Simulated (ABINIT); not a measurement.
A self-consistent single point of TcRu (P1, 2 atoms in the cell) with ABINIT.

Computed with PBEsol, norm-conserving pseudopotentials (PseudoDojo nc-sr-04 PBEsol standard) (plane waves; ABINIT).

The change in words: atoms moved at random. Reference geometry:
```xyz
2
Lattice="2.7766 0.0000 0.0000 -1.3883 2.4046 0.0000 0.0000 0.0000 4.3948" Properties=species:S:1:pos:R:3 pbc="T T T"
Tc     0.0000     0.0000     0.0000
Ru     0.0000     1.6031     2.1974
```

Reference input (self-consistent single point, DFT, PBEsol, plane waves, norm-conserving pseudopotentials (PseudoDojo nc-sr-04 PBEsol standard)): pseudos = [Tc.upf, Ru.upf]; ecut = 42 Ha; occopt = 7; tsmear = 0.136 eV; ngkpt = 11 11 6; nshiftk = 1; shiftk = 0 0 0; potentials = PseudoDojo nc-sr-04 PBEsol standard; nband = 22; kptopt = 1; nstep = 80; tolvrs = 1e-10. This run's input differs from it in these lines:

```diff
@@ -5,4 +5,4 @@
 rprim
-         5.2470741937   -0.0000000382    0.0000000000
-        -2.6235370637    4.5440995664    0.0000000000
+         5.2470740289    0.0000000000    0.0000000000
+        -2.6235370144    4.5440996900    0.0000000000
          0.0000000000    0.0000000000    8.3050345129
@@ -13,4 +13,4 @@
 xcart
-         0.0000000000    0.0000000000    0.0000000000
-         0.0000000221    3.0293996982    4.1525172565
+        -2.5525650911    4.5423365793    8.2847453136
+        -0.0709745469    3.0311644187    4.1728064558
 ecut 42 Ha
```

The program printed (abridged):

```
--- !BeginCycle
solver: {iscf: 7, nstep: 80, nline: 4, wfoptalg: 0, }
tolerances: {tolvrs: 1.00E-10, }
...

     iter   Etot(hartree)      deltaE(h)  residm     vres2
 ETOT  1  -184.94530239723    -1.849E+02 3.191E-01 7.884E+03
 ETOT  2  -180.02349996564     4.922E+00 1.257E-01 5.837E+04
 ETOT  3  -185.70306908610    -5.680E+00 5.786E-02 1.351E+03
 ETOT  4  -185.84211327087    -1.390E-01 1.145E-01 1.590E+01
 ETOT  5  -185.84360276619    -1.489E-03 1.233E-02 1.429E+00
   [... 3 lines left out ...]
 ETOT  9  -185.84375762949    -2.568E-09 3.305E-03 3.187E-06
 ETOT 10  -185.84375762982    -3.315E-10 2.480E-03 5.995E-10
 ETOT 11  -185.84375762982     2.245E-12 1.373E-03 1.134E-10
 ETOT 12  -185.84375762982     5.116E-13 1.564E-03 4.300E-12
 At SCF step   12       vres2   =  4.30E-12 < tolvrs=  1.00E-10 =>converged.

 Cartesian components of stress tensor (hartree/bohr^3)
  sigma(1 1)=  6.87624453E-04  sigma(3 2)= -5.86141015E-07
  sigma(2 2)=  6.89835886E-04  sigma(3 1)=  1.01071074E-05
  sigma(3 3)=  7.18010162E-04  sigma(2 1)=  2.15060239E-05

 ----iterations are completed or convergence reached----

 reduced coordinates (array xred) for    2 atoms
       0.013331999995      0.999611999996      0.997557000002
       0.320000999983      0.667054999997      0.502443000004
 cartesian forces (eV/Angstrom) at end:
    1     -0.40084788855046    -0.02406533934955     0.10472807869019
    2      0.40084788855046     0.02406533934955    -0.10472807869019
 frms,max,avg= 2.3960116E-01 4.0084789E-01  -9.722E-08 -6.698E-07 -1.918E-07 e/A
   [... lines left out ...]
 Fermi (or HOMO) energy (hartree) =   0.61320   Average Vxc (hartree)=  -0.52240
 Fermi (or HOMO) energy (eV) =  16.68601   Average Vxc (eV)= -14.21535
   [... lines left out ...]
total_energy        : -1.85843757629816E+02
total_energy_eV     : -5.05706582684972E+03
band_energy         : -1.07769829514410E+01
...

-Cartesian components of stress tensor (GPa)         [Pressure= -2.0550E+01 GPa]
- sigma(1 1)=  2.02306064E+01  sigma(3 2)= -1.72448611E-02
- sigma(2 2)=  2.02956690E+01  sigma(3 1)=  2.97361317E-01
- sigma(3 3)=  2.11245847E+01  sigma(2 1)=  6.32728961E-01

 Calculation completed.
```

The run converged in 12 iterations. Against the reference run the free energy goes up by 8.1 meV/atom, the pressure goes from -20.85 to -20.55 GPa and the largest force goes from 0.000 to 0.415 eV/Å.

The starting cell comes from a database of computed structures (which also holds hypothetical and non-ambient phases and stackings), without a prior relaxation at this level. Its lattice was rescaled by a random factor within 2.5 % of one. For this run, on top of that: atoms moved at random. Spin polarisation is off. With a pressure of about -21 GPa the cell is away from its equilibrium volume at this level.

Cost on one core of a shared machine: roughly 7 min.
